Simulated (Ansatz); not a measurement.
System: KCSN (Pbcm, No. 57). Method: r²SCAN (Ansatz, an electronic-structure program, PAW).

Settings: plane-wave cutoff 500 eV, 6×6×6 k mesh, Fermi–Dirac smearing 0.05 eV, scalar-relativistic PAW data made under PBE.

Cell (relaxed at this level):

```
KCNS
1.0
    6.66362     0.00000     0.00000
    0.00000     6.69868     0.00000
    0.00000     0.00000     7.51614
K C S N
4 4 4 4
Direct
  0.25000   0.19663   0.50000
  0.75000   0.80337   0.00000
  0.75000   0.80337   0.50000
  0.25000   0.19663   0.00000
  0.28946   0.76873   0.75000
  0.21054   0.76873   0.25000
  0.78946   0.23127   0.75000
  0.71054   0.23127   0.25000
  0.11109   0.60254   0.75000
  0.38891   0.60254   0.25000
  0.61109   0.39746   0.75000
  0.88891   0.39746   0.25000
  0.41837   0.88974   0.75000
  0.08163   0.88974   0.25000
  0.91837   0.11026   0.75000
  0.58163   0.11026   0.25000
```

### Question
What does this level give for the band gap?

### Answer

- band gap = 4.52 eV (on the SCF k mesh)

Static lattice: no zero-point or thermal effects.

The result took roughly 15 core-minutes.
